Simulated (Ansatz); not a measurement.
Worked example: self-consistent single point of Li2HfO3 (C2/m, 18 atoms in the cell) in Ansatz (an electronic-structure program).

Method: r2SCAN, default PAW files made with PBE (plane waves; Ansatz).

The change in words: 3 x 1 x 1 supercell, mesh divided and rounded up; kpoints.mp_grid.grid: 5 5 6 → 2 5 6. Reference geometry:
```yaml
crystal:
  lattice:
    - [4.74671, -2.06681, 0.00000]
    - [4.74671, 2.06681, 0.00000]
    - [-0.61842, 0.00000, 3.08397]
  atoms:
    - { symbol: Li, position: [0.33578, 0.33578, 0.42138] }
    - { symbol: Li, position: [0.66422, 0.66422, 0.57862] }
    - { symbol: Hf, position: [0.00000, 0.00000, 0.00000] }
    - { symbol: O, position: [0.14665, 0.14665, 0.58916] }
    - { symbol: O, position: [0.85335, 0.85335, 0.41084] }
    - { symbol: O, position: [0.50000, 0.50000, 0.00000] }
```

Reference input (self-consistent single point, DFT, r2SCAN, plane waves, default PAW files made with PBE): basis.ecutwfc = 500 eV; kpoints.mp_grid.grid = 5 5 6; hamiltonian.xc = r2scan; hamiltonian.pseudopotentials = {kind: paw} (the program's default PAW files); scf.occupations.method = fixed. This run's input differs from it in these lines:

Ansatz 0.2 input:
```diff
@@ -3,3 +3,3 @@
   lattice:
-    - [4.746710, -2.066805, 0.000000]
+    - [14.240130, -6.200415, 0.000000]
     - [4.746710, 2.066805, 0.000000]
@@ -7,8 +7,20 @@
   atoms:
-    - { symbol: Li, position: [0.335780, 0.335780, 0.421380] }
-    - { symbol: Li, position: [0.664220, 0.664220, 0.578620] }
+    - { symbol: Li, position: [0.111927, 0.335780, 0.421380] }
+    - { symbol: Li, position: [0.445260, 0.335780, 0.421380] }
+    - { symbol: Li, position: [0.778593, 0.335780, 0.421380] }
+    - { symbol: Li, position: [0.221407, 0.664220, 0.578620] }
+    - { symbol: Li, position: [0.554740, 0.664220, 0.578620] }
+    - { symbol: Li, position: [0.888073, 0.664220, 0.578620] }
     - { symbol: Hf, position: [0.000000, 0.000000, 0.000000] }
-    - { symbol: O, position: [0.146650, 0.146650, 0.589160] }
-    - { symbol: O, position: [0.853350, 0.853350, 0.410840] }
+    - { symbol: Hf, position: [0.333333, 0.000000, 0.000000] }
+    - { symbol: Hf, position: [0.666667, 0.000000, 0.000000] }
+    - { symbol: O, position: [0.048883, 0.146650, 0.589160] }
+    - { symbol: O, position: [0.382217, 0.146650, 0.589160] }
+    - { symbol: O, position: [0.715550, 0.146650, 0.589160] }
+    - { symbol: O, position: [0.284450, 0.853350, 0.410840] }
+    - { symbol: O, position: [0.617783, 0.853350, 0.410840] }
+    - { symbol: O, position: [0.951117, 0.853350, 0.410840] }
+    - { symbol: O, position: [0.166667, 0.500000, 0.000000] }
     - { symbol: O, position: [0.500000, 0.500000, 0.000000] }
+    - { symbol: O, position: [0.833333, 0.500000, 0.000000] }
 basis:
@@ -16,3 +28,3 @@
 kpoints:
-  mp_grid: { grid: [5, 5, 6] }
+  mp_grid: { grid: [2, 5, 6] }
 hamiltonian:
```

Log, with long lists cut:

```
SCF iter   1: F=—  HF=-53577.448897 eV  |F-HF|=—  |Δ(HF+E_count)|=         —  Δρ=8.77e-3  dr2=1.11e-1  dr2_τ=7.56e-1  ethr=1.77e-3  ⟨swp⟩=4.0  Hψ=8798  notcnv=0  defer=406
all-band conjugate gradients solve this SCF's bands
preconditioner: auto → Resta (q_TF=auto, 2.643 Å⁻¹)
SCF iter   2: F=—  HF=-53577.802029 eV  |F-HF|=—  |Δ(HF+E_count)|=   3.53e-1  Δρ=4.73e-3  dr2=2.97e-2  dr2_τ=4.25e-3  ethr=7.40e-5  ⟨swp⟩=2.0  Hψ=5910  notcnv=0  defer=490
   [... lines left out ...]
SCF iter   7: F=—  HF=-53577.799496 eV  |F-HF|=—  |Δ(HF+E_count)|=   5.16e-7  Δρ=1.54e-5  dr2=3.21e-7  dr2_τ=5.02e-8  ethr=3.50e-9  ⟨swp⟩=2.0  Hψ=4466  notcnv=0  defer=334
SCF iter   8: F=—  HF=-53577.799496 eV  |F-HF|=—  |Δ(HF+E_count)|=   3.30e-8  Δρ=7.93e-6  dr2=1.10e-7  dr2_τ=8.87e-9  ethr=6.67e-11  ⟨swp⟩=11.6  Hψ=15061  notcnv=0
SCF iter   9: F=-53577.799496 eV  HF=-53577.799496 eV  |F-HF|=2.02e-9  |Δ(HF+E_count)|=   1.06e-8  Δρ=1.57e-6  dr2=3.88e-9  dr2_τ=1.70e-10  ethr=6.67e-11  ⟨swp⟩=4.0  Hψ=8382  notcnv=0
SCF 1 converged in 9 iterations: F = -53577.799496 eV  dr2 = 3.88e-9
Free energy (F): -53577.799496 eV
Internal energy: -53577.799496 eV  (E = F + TS)
E sigma→0 (E₀):  -53577.799496 eV
Fermi energy:    8.571279 eV
--- Forces (eV/Å), atoms counted from 1 ---
  atom   1  Li     0.01369023    -0.00000002     0.00706518
  atom   2  Li     0.01369023    -0.00000002     0.00706518
  atom   3  Li     0.01369023    -0.00000002     0.00706518
  atom   4  Li    -0.01369023     0.00000002    -0.00706518
  atom   5  Li    -0.01369023     0.00000002    -0.00706518
  atom   6  Li    -0.01369023     0.00000002    -0.00706518
  atom   7  Hf     0.00000000     0.00000000     0.00000000
  atom   8  Hf     0.00000000     0.00000000     0.00000000
  atom   9  Hf     0.00000000     0.00000000    -0.00000000
   [... lines left out ...]
  atom  18  O      0.00000000     0.00000000     0.00000000
--- Stress (GPa, compression-positive) ---
        1.747096      -0.000039       0.047816
       -0.000039       2.551455       0.000027
        0.047815       0.000027       2.703489
  P = ⅓ Tr σ = 2.3340 GPa (23.340 kbar)
  The stress holds the Pulay correction. Without it, at fixed plane waves, as pw.x and ABINIT print it: P = 2.2746 GPa
```

The run converged in 9 iterations. Against the reference run the free energy stays essentially unchanged (within 1 meV/atom), the pressure hardly changes (2.34 to 2.33 GPa), the largest force stays at 0.207 eV/Å and the gap on the mesh goes from 4.804 to 4.769 eV.

The starting cell comes from a database of computed structures (which also holds hypothetical and non-ambient phases and stackings), without a prior relaxation at this level. Spin-orbit coupling is off. Ansatz's pressure includes its estimate of the finite-basis (Pulay) stress.

Cost on one core of a shared machine: roughly 50 s.
